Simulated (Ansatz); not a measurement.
## Hypothetical CsCl type LaN under a change: uniaxial strain ε_zz = +5.76 %

Take LaN in the CsCl type structure (space group Pm-3m, No. 221; a = 3.124 Å; a hypothetical phase, not in the database extracts checked; relaxed with 0.1 eV smearing) as the base. Axes: x, y, z lie along the cube axes.

It is then changed as follows: the cell is stretched by 5.76 % along z with no lateral relaxation; the atoms relax in the strained cell.

All numbers come from PBEsol, PAW, 420 eV (Ansatz, a first-principles code; without spin-orbit coupling). k-mesh 18×18×18 (Γ-centred); smearing 0.1 eV (Fermi–Dirac).

```tsv
quantity	base	changed	shift
space group	Pm-3m (No. 221)	P4/mmm (No. 123)	–
shortest interatomic distance	2.706 Å	2.758 Å	+0.0529 Å
energy relative to the base (free energy F)	0 meV/atom	+52 meV/atom	+52 meV/atom
pressure (mean of the normal stresses, compression positive)	0.0 GPa	-6.8 GPa	-6.8 GPa
band gap	zero	zero	–
stress (xx, yy, zz, yz, xz, xy; compression positive)	–	(-0.9, -0.9, -18.5, 0.0, 0.0, 0.0) GPa	–
```

Cost of the whole job for the changed cell (relaxation, final SCF and bands): about 15 core-seconds (a rough figure).

Whether these cells are dynamically stable was not tested. All final runs are without spin polarisation. The zero or small gap of LaN can change with the level of theory.
